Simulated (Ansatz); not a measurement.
**One S atom on a Si site, 4x4x4 cubic cells, neutral, without spin**

Cell 21.88 × 21.88 × 21.88 Å, Si511S, 512 atoms. 

Computed with PBE, support functions at accuracy medium on the grid of 420 eV (PAW; Ansatz, an electronic-structure program).

Basis: localised support functions (accuracy medium) on a full density matrix. k-points: zone centre alone; occupations: Fermi-Dirac, 0.0050 eV; spin polarisation not allowed. Spin-orbit coupling is left out.

- Kohn-Sham gap of the cell on its k-mesh = 0.23 eV
- weight of the highest filled level on the dopant (17 atoms) = 0.44
- weight of the lowest empty level on the dopant (17 atoms) = 0.07
- coordination (neighbours within 2.841 Å) = 100.0 % 4-fold
- S-Si bonds, mean ± spread = 2.473 ± 0.001 Å
- Si-Si bonds, mean ± spread = 2.368 ± 0.002 Å
- bond angles, mean ± spread = 109.5° ± 0.3°
- pressure = 0.02 GPa
- cost of the final run = very roughly 23 core-minutes, 13 SCF iterations, 10 GiB
